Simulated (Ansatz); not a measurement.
Results of PBEsol (Ansatz, a program for electronic structure, plane waves, PAW) for B2O3 (model structure, P-62c, No. 190, 10 atoms in the cell).

Run with plane-wave cutoff 520 eV, 12×12×6 k mesh (along the axes of the cell as run), Fermi–Dirac smearing 0.01 eV, scalar-relativistic PAW data made under PBE.

Cell (relaxed at this level):

```cif
data_B4O6
_chemical_formula_sum 'O6 B4'
_space_group_name_H-M_alt 'P-62c'
_space_group_IT_number 190
_space_group_name_Hall 'P -6c -2c'
_cell_length_a 4.37750
_cell_length_b 4.37750
_cell_length_c 7.23750
_cell_angle_alpha 90.000
_cell_angle_beta 90.000
_cell_angle_gamma 120.000
loop_
_atom_site_label
_atom_site_type_symbol
_atom_site_symmetry_multiplicity
_atom_site_Wyckoff_symbol
_atom_site_fract_x
_atom_site_fract_y
_atom_site_fract_z
_atom_site_occupancy
O1 O 6 h 0.33324 0.04559 0.25000 1
B1 B 2 d 0.66667 0.33333 0.25000 1
B2 B 2 b 0.00000 0.00000 0.25000 1
```

### Question
Predict the band gap and smallest direct gap on the k points sampled.

### Answer

band gap: 4.95 eV (indirect)
smallest direct gap on the k points sampled: 5.41 eV

Note: the relaxation could raise the start's symmetry but not lower it, so the cell can be a saddle point; the cell has widely spaced layers and the level no dispersion term, so their spacing and the moduli can rest on weak binding.

Computed values are for the static lattice.

A model structure was made by putting elements into a prototype or built by hand; it is no filed structure, need not be a known phase, and can be a saddle point held by its symmetry.
